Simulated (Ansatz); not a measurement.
Subject: the surface energy of the WC(0001) slab, the mean of its two faces, with the listed reservoirs for the atoms in excess. Reaction: W (bcc) + 4 WC (P-6m2) → cell A.

Cell A: a slab of WC (P-6m2) cut along (0001), 9 atoms, hexagonal cell of 2.92 Å (7.4 Å²), symmetry P-6m2 within 0.02 Å, 11.3 Å thick under 16 Å of vacuum, in-plane vectors held at the crystal's; planes from bottom to top: W | C | W | C | W | C | W | C | W; all atoms within 0.5 Å of the crystal's sites, in a cell too small to show a reconstruction; spin state with PBE: run without spin, k-point mesh 12×12×1.
```yaml
crystal:
  lattice:
    - [2.92200, 0.00000, 0.00000]
    - [-1.46100, 2.53053, 0.00000]
    - [0.00000, 0.00000, 27.38846]
  atoms:
    - { symbol: W, position: [0.00000, 0.00000, 0.29371] }
    - { symbol: C, position: [0.66667, 0.33333, 0.34330] }
    - { symbol: W, position: [0.00000, 0.00000, 0.39606] }
    - { symbol: C, position: [0.66667, 0.33333, 0.44790] }
    - { symbol: W, position: [0.00000, 0.00000, 0.50000] }
    - { symbol: C, position: [0.66667, 0.33333, 0.55210] }
    - { symbol: W, position: [0.00000, 0.00000, 0.60394] }
    - { symbol: C, position: [0.66667, 0.33333, 0.65670] }
    - { symbol: W, position: [0.00000, 0.00000, 0.70629] }
```

Reference: W (bcc, Im-3m), 1 atom in the cell; spin state with PBE: run without spin, k-point mesh 26×26×26 on the run's own vectors. Conventional cell: a = b = c = 3.184 Å, α = β = γ = 90.00°.

Reference: WC (P-6m2), 2 atoms in the cell, the relaxed perfect crystal repeated, atoms not moved again; spin state with PBE: run without spin, k-point mesh 12×12×10 on the run's own vectors.

Plane-wave PAW calculations with Ansatz (a program for electronic structure), its PAW set soft_1, cutoff 500 eV. The structures are at rest with PBE, within the held lattices; other levels are single points on them. Neutral cells; Fermi-Dirac smearing of at most 0.10 eV in the solids, energies taken to zero width. The lattices are those relaxed with PBE, so at other levels the solids can be strained. A dispersion term (D3(BJ), or D4 for r2SCAN) was computed beside these levels and is taken off wherever the name lacks it. Static lattices, no vibrational contributions. The structures are the rest points that the relaxations reached, not proven lowest. Spin-orbit coupling is left out. No correction for cell size.

Question: What value does r2SCAN give?

Answer: 3.62 J/m², for W (bcc) + 4 WC (P-6m2) → cell A.
